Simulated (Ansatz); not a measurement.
A zone-centre phonon calculation of LuAu4 (I4/m, 5 atoms in the cell) with Ansatz (a quantum-chemistry and plane-wave program).

Computed with LDA (PW92), default PAW files made with PBE (plane waves; Ansatz).

```xyz
5
Lattice="-3.3330 3.3330 2.0601 3.3330 -3.3330 2.0601 3.3330 3.3330 -2.0601" Properties=species:S:1:pos:R:3 pbc="T T T"
Lu     0.0000     0.0000     0.0000
Au     2.6586     1.3342     0.0000
Au     0.6744     1.9988     2.0601
Au     1.9988    -0.6744     2.0601
Au     1.3342     4.0074     0.0000
```

Reference input (self-consistent single point, DFT, LDA (PW92), plane waves, default PAW files made with PBE): basis.ecutwfc = 420 eV; kpoints.mp_grid.grid = 7 7 7; hamiltonian.xc = lda; hamiltonian.pseudopotentials = {kind: paw} (the program's default PAW files); scf.occupations.method = fermi_dirac; scf.occupations.width = 0.1 eV. This run's input differs from it in these lines:

Ansatz 0.2 input:
```diff
@@ -12,3 +12,3 @@
 basis:
-  ecutwfc: 420.0 eV
+  ecutwfc: 295.0 eV
 kpoints:
@@ -20,6 +20,4 @@
   occupations: { method: fermi_dirac, width: 0.1 eV }
-output:
-  forces: true
-  eigenvalues: true
-  stress: true
+phonons:
+  method: dfpt
```

The program printed (abridged):

```
SCF iter   1: F=—  HF=-65955.213913 eV  |F-HF|=—  |Δ(HF+E_count)|=         —  Δρ=1.00e-2  dr2=7.40e-2  ethr=1.77e-3  ⟨swp⟩=5.6  Hψ=19168  notcnv=0  defer=102
all-band conjugate gradients solve this SCF's bands
preconditioner: auto → Kerker (q_TF=auto, 2.773 Å⁻¹)
SCF iter   2: F=—  HF=-65955.192782 eV  |F-HF|=—  |Δ(HF+E_count)|=   2.11e-2  Δρ=3.77e-3  dr2=8.33e-3  ethr=7.32e-5  ⟨swp⟩=2.2  Hψ=10915  notcnv=0  defer=118
   [... lines left out ...]
SCF iter   8: F=—  HF=-65955.190639 eV  |F-HF|=—  |Δ(HF+E_count)|=   1.77e-8  Δρ=1.84e-6  dr2=3.45e-9  ethr=1.79e-11  ⟨swp⟩=2.1  Hψ=10534  notcnv=0  defer=124
SCF iter   9: F=—  HF=-65955.190639 eV  |F-HF|=—  |Δ(HF+E_count)|=   2.50e-9  Δρ=5.16e-7  dr2=2.39e-10  ethr=3.42e-12  ⟨swp⟩=2.2  Hψ=9346  notcnv=0  defer=124
SCF iter  10: F=—  HF=-65955.190639 eV  |F-HF|=—  |Δ(HF+E_count)|=  1.46e-11  Δρ=1.49e-7  dr2=2.79e-11  ethr=1.00e-12  ⟨swp⟩=2.0  Hψ=7844  notcnv=0  defer=124
SCF iter  11: F=-65955.190639 eV  HF=-65955.190639 eV  |F-HF|=1.46e-11  |Δ(HF+E_count)|=  2.91e-11  Δρ=3.73e-8  dr2=1.88e-12  ethr=1.00e-12  ⟨swp⟩=10.2  Hψ=30658  notcnv=0
SCF 1 converged in 11 iterations: F = -65955.190639 eV  dr2 = 1.88e-12
DFPT response loops at Γ: preconditioner auto → Kerker (q_TF=auto, 2.773 Å⁻¹) (partly filled bands, converged f_vac=0.000) …
Free energy (F): -65955.190639 eV
Internal energy: -65955.146658 eV  (E = F + TS)
E sigma→0 (E₀):  -65955.168648 eV
Entropy (-TS):   -0.043980 eV (-8.796 meV/atom)
Fermi energy:    19.605401 eV
--- Phonons (Γ-DFPT): 5 representative perturbations + reference, on 100 of 343 k-points (Σ response iterations 19) ---
  k mesh reduced under 2 symmetry operations, with k and −k counted as one. Each operation leaves every solved displacement unchanged or reverses it
  ASR residual: 4.741e-4 → 0.000e0 eV/Å²; symmetrization residual: 1.642e-4 eV/Å²
  ASR residual per site (eV/Å²): 4.74e-4 2.94e-4 2.94e-4 2.94e-4 2.94e-4
  Γ frequencies (cm⁻¹): 0.00 0.00 0.00 71.74 76.85 80.60 80.60 82.84 88.31 88.31 104.88 111.48 123.98 131.60 131.60
  non-analytic LO–TO correction: not included (Born effective charges unavailable; polar crystals: no LO–TO splitting at Γ)
```

The run converged in 11 iterations. 

Summary of the result:
```
Item                                                                                                            Result
--------------------------------------------------------  ------------------------------------------------------------
Free energy E − TS (on the zero of these files)                                                         -65955.1906 eV
Fermi level (on the code's own zero)                                                                          19.61 eV
Zone-centre frequencies (cm⁻¹; negative means imaginary)  0, 0, 0, 72, 77, 81, 81, 83, 88, 88, 105, 111, 124, 132, 132
```

The starting cell comes from a database of computed structures (which also holds hypothetical and non-ambient phases and stackings), without a prior relaxation at this level. Its lattice was rescaled by up to half a per cent. The cutoff lies below the one recommended for these files.

Cost on one core of a shared machine: roughly 3 min.
